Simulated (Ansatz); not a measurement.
**What a tighter setting buys: basis.ecutwfc, BN (F-43m, 2 atoms in the cell)**

```yaml
crystal:
  lattice:
    - [0.00000, 1.84854, 1.84854]
    - [1.84854, 0.00000, 1.84854]
    - [1.84854, 1.84854, 0.00000]
  atoms:
    - { symbol: B, position: [0.00000, 0.00000, 0.00000] }
    - { symbol: N, position: [0.75000, 0.75000, 0.75000] }
```

Method: PBEsol, harder PAW files (source: ansatz) made with PBE (plane waves; Ansatz, a quantum-chemistry and plane-wave program).

Base settings: basis.ecutwfc = 870 eV; kpoints.mp_grid.grid = 8 8 8; hamiltonian.xc = pbesol; hamiltonian.pseudopotentials = {kind: paw, source: ansatz}; scf.occupations.method = fixed.

Misses are taken against the tightest run, 1740 eV, which need not be fully converged itself. The energy is the free energy per atom.

The count of work is k-points × plane waves × bands × iterations; it is no time, and leaves out set-up, grids and terms that scale otherwise. 

Ansatz's pressure holds its estimate of the finite-basis (Pulay) stress, which hides part of the cutoff error; the uncorrected pressure shows it.

The starting cell comes from a database of computed structures (which also holds hypothetical and non-ambient phases and stackings), without a prior relaxation at this level. Its lattice was rescaled by a random factor within 2.5 % of one. In the base run, with a pressure of about -25 GPa the cell is away from its equilibrium volume at this level. Ansatz's pressure includes its estimate of the finite-basis (Pulay) stress.

The runs (basis.ecutwfc): 350 eV | 435 eV | 520 eV | 610 eV | 695 eV | 785 eV | 870 eV | 1000 eV | 1130 eV | 1305 eV | 1520 eV | 1740 eV.

Q: Which is the coarsest setting among those run that, with all tighter ones, holds the energy within 5 meV/atom of the reference, and what does it save?

A: 785 eV, off by 1.2 meV/atom; it needs 0.29 of the reference's count of work.

Q: Which is the coarsest setting among those run that, with all tighter ones, holds the energy within 1 meV/atom of the reference, and what does it save?

A: 870 eV, off by 0.54 meV/atom; it needs 0.35 of the reference's count of work.

Q: What does the step from 520 eV to 1520 eV buy?

A: It takes the miss in the energy from 110 to 0.02 meV/atom, for 5.1 times the count of work.

```tsv
basis.ecutwfc	energy less reference (meV/atom)	pressure less reference (GPa)	gap on the mesh less reference (eV)	uncorrected pressure less reference (GPa)	count of work / reference
350 eV	1208.33	-2.23	-0.435	-83.72	0.081
435 eV	387.80	4.98	-0.089	-36.96	0.12
520 eV	110.18	0.52	-0.025	-13.83	0.16
610 eV	25.32	0.28	-0.010	-4.27	0.20
695 eV	5.68	-0.05	0.000	-1.23	0.25
785 eV	1.22	0.00	0.000	-0.24	0.29
870 eV	0.54	0.01	0.000	-0.02	0.35
1000 eV	0.41	0.01	0.000	-0.01	0.43
1130 eV	0.23	0.01	0.000	-0.02	0.51
1305 eV	0.07	0.00	0.000	-0.01	0.65
1520 eV	0.02	0.00	0.000	0.00	0.81
1740 eV	0.00	0.00	0.000	0.00	1.0
```

Keys are those of Ansatz 0.2.
